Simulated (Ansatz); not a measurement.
Charge-transition levels above the valence-band maximum in beta Si3N4 (eV), each at one geometry relaxed with PBE and evaluated in Ansatz (an electronic-structure program) with PBE, r2SCAN. Host gaps: PBE 4.25 eV, r2SCAN 4.90 eV. Cell and caveats: 84-site cell; 2×2×2 shifted k-points; charged states image-corrected; no spin–orbit coupling; no Hubbard U; corrections pass 1 eV, so highly charged states may be off by several tenths; flagged in the runs: for some of the defects a doubtful potential alignment, a host whose relaxation on this sampling wasn't shown to rest, a strain field that reaches the edge of the cell.

```tsv
defect	x: PBE (eV)	y: r2SCAN (eV)
C on the N site [the N(1,3-fold) site] (+1/0)	0.27	0.12
Mn on the Si site [the Si(1,4-fold) site] (+1/0)	0.64	0.50
Si vacancy [the Si(1,4-fold) site] (−1/−2)	1.02	1.35
C on the N site [the N(1,3-fold) site] (0/−1)	1.52	1.91
Ta interstitial (+1/0)	2.60	3.05
Ge interstitial (+1/0)	2.83	3.18
Ti interstitial (+1/0)	3.59	4.25
Hf on the Si site [the Si(1,4-fold) site] (0/−1)	3.86	4.21
Ru interstitial (+2/+1)	1.06	?
```

Problem. Fit a straight line to the 8 complete rows and predict the last.

Solution. Means: x = 2.041, y = 2.321; Sxx = 13.056, Sxy = 15.164. Slope 15.164 / 13.056 = 1.16, intercept 2.321 − 1.16 × 2.041 = -0.05 eV; the rows scatter by 0.19 eV about the line, and R² = 0.99. Prediction: -0.05 + 1.16 × 1.06 = 1.18 eV. The calculation gave 1.13 eV, 0.05 eV below the line, within its scatter.
